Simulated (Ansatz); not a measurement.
Cost and result by functional for the adsorption energy of OH on the 1x1 (10-10) surface of wurtzite AlN (cut with top plane Al + N), one in a 2x1 cell, started at the site 'hollow Al-Al-N-N', in Ansatz (plane waves, PAW). Single points on the PBE structure, on one kind of machine; costs are rough ratios of the slab run's core time (references not counted) to the cheapest single point. r2SCAN's cost holds its higher cutoff (500 against 420 eV). Differences are taken against r2SCAN for comparison alone: no measured value is at hand, so the table doesn't rank accuracy. The points keep PBE's geometry, so the relaxation of a polaron and the settling of charge on one site are left out.

Host crystal: wurtzite AlN, with a band gap (PBE, scalar-relativistic without spin-orbit coupling).

Model: 34-atom slab, 8.9 Å thick at the start under the adsorbate (thin: gaps and levels are the slab's own), 3x4x1 mesh, Fermi-Dirac 0.01 eV, dipole correction, 16 atoms held, the rest relaxed; no symmetry held; spin-polarised, ending with about 1.0 μB a cell; orders that need a larger cell were not tried, no spin-orbit, no U, no dispersion correction. At the end it is bonded to Al. In PBE it is, or lies within 0.03 eV of, the lowest of the starts that converged. These notes are the PBE run's. RPBE: The program's check for a lower electronic state was not made. r2SCAN: The program's check for a lower electronic state was not made. Adsorption energies are against H2O(g) − ½ H2(g). A negative adsorption energy means that the adsorbate is more stable on the surface than in its reference.

| functional | relative cost | adsorption energy (eV) | less r2SCAN (eV) |
|---|---|---|---|
| RPBE | 1 | -0.20 | 0.38 |
| r2SCAN | 2 | -0.58 | 0.00 |
| PBE (the relaxed run's value) | – | -0.22 | 0.36 |

The values span 0.38 eV, while the single points' costs differ by a factor of roughly 2. Differences are of unrounded values.

Ansatz is a first-principles code.
